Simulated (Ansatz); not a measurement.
The starting structures come from a database of crystals and need not be the phases stable at ambient conditions.

 Where the default PAW files enter, the runs use the earlier of Ansatz's two default sets.

Crystal: Na$_{2}$H$_{6}$Pt (Fm-3m, not sure to be the ambient phase, 9 atoms a cell, 10.6 Å³ an atom); planes in its conventional cell.

The numbers are results of r2SCAN (plane waves, PAW; Ansatz, an electronic-structure program), not measurements.

The gap is the functional's own, uncorrected, and κ follows it; spin-orbit coupling is left out. Mid-gap values are interpolated between the computed energies.

```tsv
plane	area of the cell (Å²)	mid-gap κ (1/Å)	largest κ in the gap (1/Å)
(111)	22.8	0.36	0.36
(110)	37.3	(withheld)	(withheld)
(001)	26.3	(withheld)	(withheld)
```

Question: The slowest decay depends on the direction. Supply the withheld values.

Answer: 
- (110), mid-gap κ (1/Å): 0.33
- (110), largest κ in the gap (1/Å): 0.34
- (001), mid-gap κ (1/Å): 0.38
- (001), largest κ in the gap (1/Å): 0.40
